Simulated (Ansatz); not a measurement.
Sn on the 1x1 (111) surface of fcc Pt, one in a 2x2 cell, started at the site 'hollow Pt-Pt-Pt over Pt at depth 2.3 Å'

Calculation: PBE (plane waves to 420 eV, PAW; Ansatz, a first-principles code).

Set-up: 17 atoms, 6.9 Å thick at the start under the adsorbate (thin: gaps and levels are the slab's own); mesh 6x6x1; 0.1 eV smearing; dipole correction on; 8 atoms held, the rest relaxed; held to the start's symmetry, so lower structures may exist; no spin, no spin-orbit, no U, no dispersion correction. At the end it is bonded to 3 Pt. In PBE it is, or lies within 0.03 eV of, the lowest of the starts that converged.

The adsorption energy against an atom of beta tin is -1.70 eV and the work function of the top face is 4.29 eV. The change of the work function comes out as -1.39 eV and the change of the step from the bottom to the top vacuum level, against the clean slab is -1.38 eV. The energy released by relaxation is 0.25 eV and the height of the binding atom over the mean of the host atoms within 0.3 Å of the top one is 3.983 bohr. The nearest host atoms of the binding atom is Pt at 2.67 Å, Pt at 2.67 Å, Pt at 2.67 Å, the largest move of a host atom is 0.09 Å and the cost comes out as very roughly 3 core-minutes.

A negative adsorption energy means that the adsorbate is more stable on the surface than in its reference.
